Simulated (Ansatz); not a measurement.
Consider a 24-atom supercell of ZnCu$_{2}$SnSe$_{4}$ (space group I-4, No. 82; a = 5.6585 Å, c = 11.3185 Å) at its relaxed geometry.

Method: Ansatz (a program for electronic structure) PBEsol, no spin-orbit coupling, earlier PAW set.

Base values:

* **Mean distance from the defect site to its nearest host atoms**: 2.59 Å
* **Pressure**: 0.0 GPa

It is then changed as follows: one Sn atom is replaced by Se, atoms relaxed at fixed cell, starting from a slightly rattled geometry.

Question: What does the calculation give for the mean distance from the defect site to its nearest host atoms after the change?

Answer: The mean distance from the defect site to its nearest host atoms grows by 0.03 Å, from 2.59 Å to 2.62 Å.

Question: How does this affect the largest displacement of a host atom from its site in the perfect cell?

Answer: The largest displacement of a host atom from its site in the perfect cell is 0.05 Å.

Question: Predict the new pressure.

Answer: The pressure goes from zero to -0.2 GPa.

In so small a cell the defect repeats every few ångströms: this is an ordered compound, not a dilute defect. The final runs are not spin-polarised. Gaps under 0.05 eV, about the width of the smearing, are given as zero. The defect cell is not spin-polarised.
